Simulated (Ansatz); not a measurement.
An Ansatz (a quantum-chemistry and plane-wave program) input (Kohn–Sham DFT with the PBEsol functional, run in Ansatz with PAW and 420 eV plane waves, no SOC):

Ansatz 0.2 input:
```yaml
crystal:
  lattice:
    - [3.4051240502, 0, 0]
    - [1.7025620251, 2.9489239305, 0]
    - [1.7025620251, -0.9829746435, 2.8541222393]
  atoms:
    - { symbol: P, position: [0, 0, 0] }
    - { symbol: Mo, position: [0, 0.5, 0.5] }
basis: { ecutwfc: 420, ecutrho_ratio: 4, xc_grid: 2, fft_grid_basis: typed }
kpoints: { mp_grid: { grid: [16, 16, 16] } }
hamiltonian:
  xc: pbesol
  dispersion: none
  pseudopotentials: { kind: paw }
scf: { occupations: { method: fermi_dirac, width: 0.05 } }
relax: { f_tol: 0.005, max_steps: 50, cell: { stress_tol: 0.01, fix: [a, b, gamma] } }
output: { forces: true, stress: true }
checkpoint: { write: state.ck, write_every: 1000 }
```

Question: Which symmetry and how many k-points will the program report, and about how many plane waves at Γ?

Answer: Space group R-3m (ITA 166) with 12 operations, k-points 417 of 4096, and 549 plane waves at Γ.

Question: And the final pressure?

Answer: -3.74 GPa (compression positive).

The cells carry an imposed strain or load. Stability against distortions was not tested. The final runs are not spin-polarised. Under biaxial strain −1.74 %, plane normal [111], relaxed out of plane the cell ends below the base's energy or with stress of the wrong sign: the atoms slid into a distortion or the cell is elastically unstable, so the base is not a stable minimum at this level. The cell was made from MoP in the rock salt structure (space group Fm-3m, No. 225; a hypothetical phase, not in the database extracts checked) by this change: biaxial strain −1.74 %, plane normal [111], relaxed out of plane. MoP has a high density of states at the Fermi level and may be magnetic at this level.
